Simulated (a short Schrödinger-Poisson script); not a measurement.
**MOS inversion layer, SiO2 on p-type Si(100)**

Stack: MOS inversion layer, SiO2 on p-type Si(100), at 300 K.

```
layer  material  thickness (nm)  Na (cm⁻³)
-----  --------  --------------  ---------
1          SiO2               3          -
2            Si            1400       1e17
```

The device is made up for the run: typed textbook-type constants, with dimensions and the other settings drawn at random. SiO2: permittivity 3.9, conduction-band edge (eV) 3.15, gap (eV) 9, electron mass (mₑ) 0.5. Si: permittivity 11.7, conduction-band edge (eV) 0, gap (eV) 1.124, Nv at 300 K (cm⁻³) 3.1e19.

Channel valleys (confinement mass, in-plane density-of-states mass, number): Δ2 0.916, 0.19, 2; Δ4 0.19, 0.417, 4. At the gate the conduction-band edge of layer 1 lies 3.4 eV − eVg above the Fermi level of the channel; the field vanishes at the back. Gaps are held at their typed values at every temperature. Mesh 0.03 nm at interfaces.

Solved with a short Schrödinger-Poisson script written for these runs: 1D Poisson equation in equilibrium, electrons quantum, Hartree (BenDaniel-Duke, 12 states a valley, the channel's in-plane mass for all, wave functions ending at the dielectric), parabolic valleys, classical holes, full ionisation, no traps, pinning or gate leakage.

```csv
Vg (V),electrons (cm⁻²),C (μF/cm²),Δ2 E0 (meV),Δ2 E1 (meV),Δ4 E0 (meV),Δ4 E1 (meV)
0,1.28e6,0.108,415.7,448.8,446.2,501.1
0.15,2.04e8,0.0994,282.5,318.3,315.5,374.7
0.3,2.94e10,0.216,152.1,190.4,187.4,250.6
0.45,4.48e11,0.707,78.3,121.4,118.3,185.6
0.6,1.18e12,0.852,49.0,98.3,95.2,166.1
0.75,2.00e12,0.909,31.5,86.6,83.5,157.3
0.9,2.87e12,0.940,18.6,79.1,75.9,152.2
1.05,3.76e12,0.960,8.2,73.6,70.5,148.8
1.2,4.66e12,0.975,-0.7,69.3,66.2,146.3
1.35,5.58e12,0.985,-8.5,65.8,62.7,144.4
1.5,6.51e12,0.993,-15.7,62.7,59.7,142.9
1.65,7.44e12,1.000,-22.3,60.1,57.0,141.6
1.8,8.38e12,1.01,-28.6,57.7,54.7,140.5
1.95,9.32e12,1.01,-34.5,55.5,52.5,139.5
2.1,1.03e13,1.01,-40.2,53.4,50.4,138.7
2.25,1.12e13,1.02,-45.8,51.5,48.5,137.9
2.4,1.22e13,1.02,-51.1,49.7,46.7,137.3
2.55,1.31e13,1.02,-56.4,48.0,44.9,136.6
2.7,1.41e13,1.03,-61.5,46.4,43.3,136.1
```

Gate voltages with under 1e6 electrons/cm² are left out.

Subbands count from the Fermi level.
